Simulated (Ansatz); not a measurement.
The reference is Hf in the hcp (Mg type) structure (space group P6_3/mmc, No. 194; relaxed with 0.1 eV smearing).

```
CELL_PARAMETERS angstrom
      3.19829     0.00000     0.00000
     -1.59915     2.76980     0.00000
      0.00000     0.00000     5.04882
ATOMIC_POSITIONS crystal
  Hf 0.66667 0.33333 0.75000
  Hf 0.33333 0.66667 0.25000
```

Cartesian axes are those of the cell as printed.

Method: Ansatz (a program for electronic structure), r2SCAN, PAW, cutoff 500 eV, scalar-relativistic without spin-orbit coupling.

Before the change:

The shortest interatomic distance comes out as 3.128 Å, the pressure comes out as 0.0 GPa and the band gap is zero.

Now apply this change: tensor shear ε_xz = +0.86 % (engineering shear γ = 0.0172); the atoms relax in the strained cell.

Question: What does the calculation give for the shortest interatomic distance, energy relative to the base, pressure and band gap after the change?

Answer: The shortest interatomic distance falls by 0.0222 Å (3.128 Å → 3.105 Å); the energy goes up by 1.2 meV/atom; the pressure (mean of the normal stresses, compression positive) is still 0.0 GPa; the band gap stays zero.

No phonon test of stability was made. All final runs are without spin polarisation.
